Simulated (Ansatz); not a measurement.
For BP (model structure, Pm-3m, No. 221, 2 atoms in the cell), PBE-D3(BJ) (Ansatz, a first-principles code, plane waves, PAW) gives:

- equilibrium lattice constant a = 2.674 Å
- cohesive energy = 3.83 eV/atom

### Question
What does r²SCAN (plane waves, PAW; Ansatz) give for the same quantities?

### Answer

- lattice constant a: 2.713 Å (goes up by 1.5 %)
- cohesive energy: 3.16 eV/atom (decreases by 0.67 eV/atom)

Changes are worked out from the printed values.

Unless a cell is named, each level is at its own relaxed cell (PBE-D3(BJ) 9.56, r²SCAN 9.98 Å³/atom).

Ansatz's density-functional and Hartree–Fock values are scalar-relativistic unless marked +SOC, with PAW data made under PBE.

A model structure was made by putting elements into a prototype or built by hand; it is no filed structure, need not be a known phase, and can be a saddle point held by its symmetry.
